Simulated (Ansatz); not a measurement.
Consider the following.

```xyz
8
Lattice="6.0930 0.0000 0.0000 0.0000 6.0930 0.0000 3.0465 -3.0465 5.6943" Properties=species:S:1:pos:R:3 pbc="T T T"
Cd     0.0000     0.0000     0.0000
Cd     3.0465     0.0000     2.8472
Ge     3.0465     3.0465     0.0000
Ge     6.0930     3.0465     2.8472
As     4.5698     1.6898     1.4236
As     4.7363    -1.5233     4.2708
As     1.5233     4.4033     1.4236
As     7.4498     1.5233     4.2708
```

No spin polarisation.

Method: PBE (Ansatz, a quantum-chemistry and plane-wave program; PAW; 420 eV plane waves; spin-orbit coupling left out). Settings: 8×8×8 k-points, 0.05 eV Fermi–Dirac smearing.

Q: What space group does the calculation give?

A: I-42d (No. 122).

Q: What is the computed mean in-plane stress (compression positive)?

A: -0.5 GPa.

The cells carry an imposed strain or load. No phonon test of stability was made. The cell was made from CdGeAs2 in the chalcopyrite structure (space group I-42d, No. 122) by this change: biaxial strain +0.75 %, plane normal [001], relaxed out of plane.
